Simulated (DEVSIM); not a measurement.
Device: Co/SiO2/p-InP capacitor, at 400 K.

| layer (left to right) | material | thickness (nm) | Na (cm⁻³) |
|---|---|---|---|
| 1 | SiO2 | 4.80 | - |
| 2 | InP | 430 | 2.1e18 |

Metal gate on the left, work function 5 eV. Fixed charge at the semiconductor interface 1.8e10 cm⁻² (in units of +e); no interface traps.

This is a model device: material constants are rounded textbook-type values typed into the input, and sizes, dopings and lifetimes were drawn at random. Values at 300 K; Nc and Nv go as T^1.5, mobilities as T to minus their exponent, the gap by Varshni's rule with the affinity fixed.

```
parameter         SiO2       InP
----------------  ----  --------
gap (eV)             9     1.344
affinity (eV)      0.9      4.38
permittivity       3.9      12.5
Nc (cm⁻³)            -    5.7e17
Nv (cm⁻³)            -    1.1e19
Varshni α (eV/K)     -  0.000363
Varshni β (K)        -       162
```

Simulated with DEVSIM: 1D Poisson equation in equilibrium, Boltzmann statistics, complete ionisation; no quantum confinement or tunnelling. Metal contacts follow the ideal Schottky-Mott rule: no Fermi-level pinning, no interface dipoles.

Base results: capacitance of the dielectric stack (μF/cm²) 0.719; flat-band voltage (V) -0.62; minimum of the low-frequency capacitance (μF/cm²) 0.266.

### Question
What follows from this one change: substrate doping 2.1e+18 → 2.1e+17 cm^-3?

### Answer
capacitance of the dielectric stack little changed (0.719 μF/cm²); flat-band voltage -0.62 → -0.54 V; minimum of the low-frequency capacitance 0.266 → 0.120 μF/cm².

### Question
What follows from this one change: temperature 400 → 350 K?

### Answer
capacitance of the dielectric stack little changed (0.719 μF/cm²); flat-band voltage -0.62 → -0.65 V; minimum of the low-frequency capacitance 0.266 → 0.261 μF/cm².

### Question
What follows from this one change: SiO2 thickness 0.0048 → 0.0041 μm?

### Answer
capacitance of the dielectric stack 0.719 → 0.842 μF/cm²; flat-band voltage little changed (-0.62 V); minimum of the low-frequency capacitance 0.266 → 0.281 μF/cm².

### Question
What follows from this one change: interface trap density 0 → 1e+11 cm^-2 eV^-1?

### Answer
capacitance of the dielectric stack little changed (0.719 μF/cm²); flat-band voltage -0.62 → -0.64 V; minimum of the low-frequency capacitance 0.266 → 0.272 μF/cm².

### Question
What follows from this one change: fixed charge 1.8e+10 → 1.818e+12 cm^-2?

### Answer
capacitance of the dielectric stack little changed (0.719 μF/cm²); flat-band voltage -0.62 → -1.02 V; minimum of the low-frequency capacitance little changed (0.266 μF/cm²).
